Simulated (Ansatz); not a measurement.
The starting structures come from a database of crystals and need not be the phases stable at ambient conditions.

 Where the default PAW files enter, the runs use the earlier of Ansatz's two default sets.

Consider the following.

```
CELL_PARAMETERS angstrom
      5.15394     0.00000     0.00000
      2.57659     4.89439     0.00000
     -0.00282    -2.71496     8.50456
ATOMIC_POSITIONS crystal
  Li 0.55868 0.88110 0.14697
  Li 0.05851 0.88066 0.64678
  Li 0.80898 0.38316 0.39781
  Li 0.31057 0.38176 0.89715
  Nb 0.98258 0.03470 0.00582
  Nb 0.48226 0.03487 0.50577
  Nb 0.23254 0.53468 0.25567
  Nb 0.73277 0.53451 0.75575
  O  0.25606 0.22406 0.36464
  O  0.21300 0.22389 0.05765
  O  0.69508 0.22403 0.18950
  O  0.81324 0.72400 0.30767
  O  0.33108 0.72392 0.43944
  O  0.75660 0.22361 0.86450
  O  0.26993 0.72382 0.11460
  O  0.71295 0.22368 0.55774
  O  0.19519 0.22404 0.68955
  O  0.31342 0.72364 0.80774
  O  0.83107 0.72401 0.93944
  O  0.76971 0.72345 0.61441
```

Space group of this cell: P1. The cell is taken as given; by r2SCAN its mean pressure is -5.4 GPa.

The current runs along the normal of the first two printed vectors. All runs by Ansatz (an electronic-structure program), plane waves and PAW, without spin-orbit coupling; the base is r2SCAN.

```tsv
run	mean pressure (GPa)	gap (eV)	mid-gap κ (1/Å)
base	-5.4	3.84	0.441
all lengths scaled by 0.98	8.4	4.14	0.451
all lengths scaled by 1.02	-15.8	3.56	0.432
lda in place of r2scan	-11.3	3.38	0.420
lengths across the current scaled by 0.98, ions clamped	3.2	___	___
lengths across the current scaled by 1.02, ions clamped	-12.5	___	___
lengths along the current scaled by 0.97, ions clamped	1.4	3.98	0.448
lengths along the current scaled by 1.03, ions clamped	-11.1	3.68	0.434
pbesol in place of r2scan	-6.3	___	0.420
```

Problem. Complete the blanks.

Solution. 
- lengths across the current scaled by 0.98, ions clamped, gap (eV): 4.02
- lengths across the current scaled by 0.98, ions clamped, mid-gap κ (1/Å): 0.446
- lengths across the current scaled by 1.02, ions clamped, gap (eV): 3.65
- lengths across the current scaled by 1.02, ions clamped, mid-gap κ (1/Å): 0.436
- pbesol in place of r2scan, gap (eV): 3.40
